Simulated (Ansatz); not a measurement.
CuF₂ (P2₁/c, No. 14), treated with r²SCAN in Ansatz (plane waves, PAW).

Numerical settings: plane-wave cutoff 500 eV, 14×10×10 k mesh (along the axes of the cell as run), Fermi–Dirac smearing 0.05 eV, spin-polarised start, scalar-relativistic PAW data made under PBE.

Computed at the level's own relaxed cell.

Predict the equilibrium volume per atom and band gap.


equilibrium volume per atom: 11.43 Å³/atom
band gap: 0.74 eV (on the SCF k mesh)

Note: the magnetic order was assumed, not searched for or taken from measurement.

Cost on a shared machine: about 60 core-minutes (a rough figure).

Ansatz is a program for electronic structure.
